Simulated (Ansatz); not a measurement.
## ZnSe (F-43m): band-edge transport data

Consider the following.

```yaml
crystal:
  lattice:
    - [0.00000, 2.81662, 2.81662]
    - [2.81662, 0.00000, 2.81662]
    - [2.81662, 2.81662, 0.00000]
  atoms:
    - { symbol: Zn, position: [0.00000, 0.00000, 0.00000] }
    - { symbol: Se, position: [0.75000, 0.75000, 0.75000] }
```

The numbers are results of r2SCAN, rigid bands (plane waves, PAW, scalar-relativistic; Ansatz, a program for electronic structure), not measurements. Condition of this run: functional r2SCAN on the same cell. Geometry: cell and atoms relaxed with PBEsol.

- band gap: 1.94 eV
- electron conductivity mass (300 K, dilute): 0.136 mₑ
- effective density of states N_c (300 K): 1.2e18 cm⁻³
- density-of-states mass, electrons: 0.134 mₑ
- Seebeck coefficient, n-type 1e19 cm⁻³, 300 K: -83 μV/K

Rigid bands; masses and Seebeck coefficients take one relaxation time τ for all states and one kind of carrier; polarons and phonon drag are left out. Spin-orbit coupling is left out. Geometry: cell and atoms relaxed with PBEsol.
